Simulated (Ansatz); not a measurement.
# PBE against r2SCAN: hypothetical Fm-3m WGe2

The reference is WGe$_{2}$ (space group Fm-3m, No. 225; a = 6.1270 Å; a hypothetical phase, not in the database extracts checked).

(Cell as relaxed with PBE.)

Levels (all Ansatz, an electronic-structure program, PAW, earlier PAW set): PBE (420 eV, no SOC); r2SCAN (500 eV, spin-orbit coupling left out).

Each level relaxes its own structure.

| quantity | PBE | r2SCAN |
|---|---|---|
| volume per atom | 19.17 Å³ | ___ |
| lattice parameter a | 6.127 Å | ___ |
| band gap | zero | ___ |

**Question.** What does r2SCAN give?

**Answer.** 
- volume per atom, r2SCAN: 18.71 Å³
- lattice parameter a, r2SCAN: 6.078 Å
- band gap, r2SCAN: zero

PBE's volume per atom lies 0.46 Å³ above r2SCAN's (2.4 %); PBE's lattice parameter a lies 0.049 Å above r2SCAN's (0.8 %); the two agree on the band gap. Neither level is exact; r2SCAN is the comparison here, not a measurement.

Whether these cells are dynamically stable was not tested. The final runs are not spin-polarised. WGe2 has a high density of states at the Fermi level and may be magnetic at this level.
